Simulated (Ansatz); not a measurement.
**BaPtSb: uniaxial strain ε_zz = +4.76 %**

The reference is BaPtSb (space group P-6m2, No. 187; a = 4.558 Å, c = 4.888 Å; a cell from a computed database, its experimental status unchecked; relaxed with 0.1 eV smearing). Axes: x lies along a and z along c of the hexagonal cell.

Perturbation: the cell is stretched by 4.76 % along z with no lateral relaxation, atoms relaxed at fixed cell.

Calculations: Ansatz (a quantum-chemistry and plane-wave program) r2SCAN+rVV10, no spin-orbit coupling. Settings: 15×15×12 k-points, 0.1 eV Fermi–Dirac smearing.

Volume per atom: 30.71 Å³ (base 29.31 Å³)
Space group: P-6m2 (No. 187) (base P-6m2 (No. 187))
Shortest interatomic distance: 4.973 bohr (base 4.973 bohr)
Energy relative to the base (free energy F): +15 meV/atom
Pressure (mean of the normal stresses, compression positive): -2.1 GPa (base 0.0 GPa)
Band gap: zero (base zero)
Stress (xx, yy, zz, yz, xz, xy; compression positive): (-1.4, -1.4, -3.4, 0.0, 0.0, 0.0) GPa

Final structure:

```yaml
crystal:
  lattice:
    - [4.55766, 0.00000, 0.00000]
    - [-2.27883, 3.94705, 0.00000]
    - [0.00000, 0.00000, 5.12058]
  atoms:
    - { symbol: Ba, position: [0.00000, 0.00000, 0.00000] }
    - { symbol: Sb, position: [0.66667, 0.33333, 0.50000] }
    - { symbol: Pt, position: [0.33333, 0.66667, 0.50000] }
```

Stability against distortions was not tested. The final runs are not spin-polarised. An odd electron count without spin: BaPtSb. BaPtSb has a high density of states at the Fermi level and may be magnetic at this level.
